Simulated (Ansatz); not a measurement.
Zn3InGaO6 (R3m, No. 160, 11 atoms in the cell; start mp-1215740), treated with PBEsol+SOC (Ansatz, an electronic-structure program, PAW).

Settings: plane-wave cutoff 520 eV, 12×12×12 k mesh, Fermi–Dirac smearing 0.01 eV, PAW data made under PBE.

Cell (relaxed with PBEsol):

```
CELL_PARAMETERS angstrom
      1.64466     0.94954    13.79028
     -1.64466     0.94954    13.79028
      0.00000    -1.89909    13.79028
ATOMIC_POSITIONS crystal
  Zn 0.26109 0.26109 0.26109
  Zn 0.74134 0.74134 0.74134
  Zn 0.86572 0.86572 0.86572
  In 0.00121 0.00121 0.00121
  Ga 0.13689 0.13689 0.13689
  O  0.91333 0.91333 0.91333
  O  0.08935 0.08935 0.08935
  O  0.18467 0.18467 0.18467
  O  0.80378 0.80378 0.80378
  O  0.69421 0.69421 0.69421
  O  0.30844 0.30844 0.30844
```

Give the computed band gap.


- band gap: 0.99 eV (direct)

Computed values are for the static lattice.

A start named mp-… is a Materials Project structure, which need not be a measured phase.
